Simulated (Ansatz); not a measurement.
## MgIn2O4 (Imma, No. 74, 14 atoms in the cell; start mp-676338)

Method: LDA (Ansatz, a quantum-chemistry and plane-wave program, plane waves, PAW).

Settings: plane-wave cutoff 520 eV, 8×8×8 k mesh, Fermi–Dirac smearing 0.01 eV, scalar-relativistic PAW data made under PBE.

Cell (relaxed with PBEsol):

```cif
data_In4Mg2O8
_chemical_formula_sum 'Mg2 In4 O8'
_space_group_name_H-M_alt 'P 1'
_space_group_IT_number 1
_cell_length_a 6.27936
_cell_length_b 6.27936
_cell_length_c 6.27936
_cell_angle_alpha 120.420
_cell_angle_beta 119.150
_cell_angle_gamma 90.376
loop_
_space_group_symop_operation_xyz
  'x, y, z'
loop_
_atom_site_label
_atom_site_type_symbol
_atom_site_fract_x
_atom_site_fract_y
_atom_site_fract_z
_atom_site_occupancy
Mg1 Mg 0.50000 0.50000 0.50000 1
Mg2 Mg 0.50000 0.00000 0.00000 1
In1 In 0.88171 0.13171 0.75000 1
In2 In 0.11829 0.86829 0.25000 1
In3 In 0.00000 0.50000 0.50000 1
In4 In 0.50000 0.50000 0.00000 1
O1 O 0.26743 0.74278 0.52466 1
O2 O 0.73257 0.25722 0.47534 1
O3 O 0.71812 0.74278 0.97534 1
O4 O 0.28188 0.25722 0.02466 1
O5 O 0.26190 0.27569 0.51379 1
O6 O 0.73810 0.72431 0.48621 1
O7 O 0.26190 0.74811 0.98621 1
O8 O 0.73810 0.25189 0.01379 1
```

```
Quantity    Value
--------  -------
band gap  1.36 eV
```

Note: cell and atoms aren't relaxed at this level (pressure -5.0 GPa).

Spin–orbit coupling is not included.

Computing time: about 80 core-seconds (a rough figure).

A start named mp-… is a Materials Project structure, which need not be a measured phase.
